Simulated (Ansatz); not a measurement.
Functionals compared on CO on the 1x1 (10-10) surface of wurtzite AlN (cut with top plane Al + N), one in a 2x1 cell, started at the site 'hollow Al-Al-N-N', in Ansatz (plane waves, PAW). The structure was relaxed with PBE; the other rows are single points on it, each with its references at the same level. Cutoff 420 eV (500 eV for r2SCAN). HSE06 used the coarser mesh 3x3x1.

Host crystal: wurtzite AlN, with a band gap (PBE, scalar-relativistic without spin-orbit coupling).

Model: 34-atom slab, 8.9 Å thick at the start under the adsorbate (thin: gaps and levels are the slab's own), 3x4x1 mesh, Fermi-Dirac 0.01 eV, dipole correction, 16 atoms held, the rest relaxed; no symmetry held; no spin, no spin-orbit, no U, no dispersion correction. At the end it is bonded to Al. In PBE it is, or lies within 0.03 eV of, the lowest of the starts that converged. These notes are the PBE run's. Adsorption energies are against CO(g). A negative adsorption energy means that the adsorbate is more stable on the surface than in its reference.

```json
[
 {"functional": "PBE", "adsorption energy (eV)": "-0.72", "rough cost of the single point": "–"},
 {"functional": "RPBE", "adsorption energy (eV)": "-0.50", "rough cost of the single point": "about 60 core-seconds (a rough figure)"},
 {"functional": "r2SCAN", "adsorption energy (eV)": "-0.77", "rough cost of the single point": "around 110 core-seconds (rough)"},
 {"functional": "HSE06", "adsorption energy (eV)": "-0.58", "rough cost of the single point": "roughly 18 core-minutes"}
]
```

Ansatz is a program for electronic structure.
